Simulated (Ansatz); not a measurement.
Sc_Al+V_N in wurtzite AlN (the name describes the start): one set of geometries, relaxed with PBE, evaluated in Ansatz (PAW, plane waves to 420 eV, 500 eV under r2SCAN) with PBE, r2SCAN.

Set-up: 96-site cell; 2×2×2 shifted k-points; start: the Al site; N 1.91 Å away, along c; charged states image-corrected; energies good to tenths of an eV; relaxed from one start, so a lower configuration may exist; flagged in the runs: a host whose relaxation on this sampling wasn't shown to rest, a strain field that reaches the edge of the cell.

```tsv
quantity	PBE	r2SCAN
host gap (eV)	4.03	___
ε(+1/0) above the VBM (eV)	2.77	not settled
ε(0/−1) above the VBM (eV)	3.30	___
neutral formation energy against fcc Al, N2 molecule in a box, hcp Sc (eV)	5.13	___
largest moment on one atom at charge 0 (μB)	0.15	___
largest moment on one atom at charge −1 (μB)	0.30	___
```

**Question.** Given the lower rungs, what does r2SCAN give?

**Answer.** 
- host gap (eV), r2SCAN: 4.67
- ε(0/−1) above the VBM (eV), r2SCAN: 3.60
- neutral formation energy against fcc Al, N2 molecule in a box, hcp Sc (eV), r2SCAN: 5.71
- largest moment on one atom at charge 0 (μB), r2SCAN: 0.15
- largest moment on one atom at charge −1 (μB), r2SCAN: 0.30

Ansatz is a program for electronic structure.
